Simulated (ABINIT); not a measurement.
## How far to go with the SCF threshold: Mo (Im-3m, 1 atom in the cell)

```xyz
1
Lattice="-1.5671 1.5671 1.5671 1.5671 -1.5671 1.5671 1.5671 1.5671 -1.5671" Properties=species:S:1:pos:R:3 pbc="T T T"
Mo     0.0000     0.0000     0.0000
```

Level of theory: LDA (PW92), PAW (JTH v2.0 LDA PAW) (plane waves; ABINIT 10.0.3).

Base settings: pseudos = [Mo.LDA_PW-JTH.xml]; ecut = 544 eV; pawecutdg = 1088 eV; ixc = 7; occopt = 3; tsmear = 0.1 eV; ngkpt = 11 11 11; nshiftk = 1; shiftk = 0 0 0; potentials = JTH v2.0 LDA PAW.

In this ladder: tolvrs = default.

The mesh stays at the base's, so the ladder's end is converged at best in this setting alone.

Only quantities that move along the ladder and can be compared are tabulated.

These are the values that this program gave, and no reference: the one-centre exchange-correlation terms come from a truncated expansion.

The count of work is k-points × plane waves × bands × iterations; it is no time. 

The starting cell has typed, rounded lattice constants, without a prior relaxation at this level. Its lattice was rescaled by up to half a per cent. Spin polarisation is off. In the base run, with a pressure of about -5 GPa the cell is away from its equilibrium volume at this level.

| toldfe | pressure (GPa) | count of work / last |
|---|---|---|
| 0.0037 Ha | -10.96 | 0.14 |
| 0.00037 Ha | -5.14 | 0.17 |
| 3.7e-05 Ha | -5.35 | 0.21 |
| 3.7e-06 Ha | -5.47 | 0.24 |
| 3.7e-07 Ha | -5.47 | 0.24 |
| 3.7e-08 Ha | -5.49 | 0.31 |
| 3.7e-09 Ha | -5.49 | 0.31 |
| 3.7e-10 Ha | -5.49 | 0.31 |
| 3.7e-12 Ha | -5.49 | 0.38 |
| 3.7e-14 Ha | -5.49 | 1.0 |

Coarsest toldfe that holds the pressure within 0.2 GPa of the last step, with all finer ones: 3.7e-05 Ha, at 0.21 of the last step's count of work; the step before is off by 0.35 GPa.
